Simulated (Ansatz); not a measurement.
Hypothetical rock salt WGe: alloy series

Consider WGe in the rock salt structure (space group Fm-3m, No. 225; a = 5.098 Å; a hypothetical phase, not in the database extracts checked).

The other end (x = 1) is PbW in the rock salt structure (space group Fm-3m, No. 225; a hypothetical phase, not in the database extracts checked): 21.88 Å³/atom, gap zero; this end may not be an ambient phase.

Pb replaces a fraction x of Ge; each row is one arrangement (x, atoms in the cell, starting space group or random), fully relaxed.

The values are results of PBEsol (Ansatz, an electronic-structure program, PAW, no spin-orbit coupling), not measurements.

Notes on the quantities. mixing energy: to 0.01 eV only: unlike meshes or grids; against an end that may be hypothetical; deviation of the volume from the linear: Vegard-type) interpolation.

```json
[
 {"change": "base", "mixing energy": "–", "shortest interatomic distance": "2.549 Å", "deviation of the volume from the linear": "–", "density": "12.86 g/cm³"},
 {"change": "x(Pb) = 0.25, 8 atoms, Cmmm", "mixing energy": "-0.21 eV/atom", "shortest interatomic distance": "2.362 Å", "deviation of the volume from the linear": "-0.4 %", "density": "13.51 g/cm³"},
 {"change": "x(Pb) = 0.333, 6 atoms, P-3m1", "mixing energy": "-0.49 eV/atom", "shortest interatomic distance": "2.610 Å", "deviation of the volume from the linear": "-8.4 %", "density": "14.90 g/cm³"},
 {"change": "x(Pb) = 0.5, 8 atoms, C2/m", "mixing energy": "-0.52 eV/atom", "shortest interatomic distance": "2.554 Å", "deviation of the volume from the linear": "+0.7 %", "density": "13.89 g/cm³"},
 {"change": "x(Pb) = 0.75, 8 atoms, Cmmm", "mixing energy": "-0.42 eV/atom", "shortest interatomic distance": "2.351 Å", "deviation of the volume from the linear": "+0.2 %", "density": "14.41 g/cm³"},
 {"change": "x(Pb) = 0.75, 8 atoms, I4/mmm", "mixing energy": "0.00 eV/atom", "shortest interatomic distance": "2.363 Å", "deviation of the volume from the linear": "+1.9 %", "density": "14.17 g/cm³"}
]
```

Each cell is one ordered arrangement of few atoms, which overstates ordering effects compared with a random alloy. Stability against distortions was not tested. The final runs are not spin-polarised. WGe, PbW, PbW3Ge2 and PbW2Ge have a high density of states at the Fermi level and may be magnetic at this level. Under x(Pb) = 0.25, 8 atoms, Cmmm, x(Pb) = 0.333, 6 atoms, P-3m1 and x(Pb) = 0.5, 8 atoms, C2/m and more the cell changed shape so far that it is another structure.
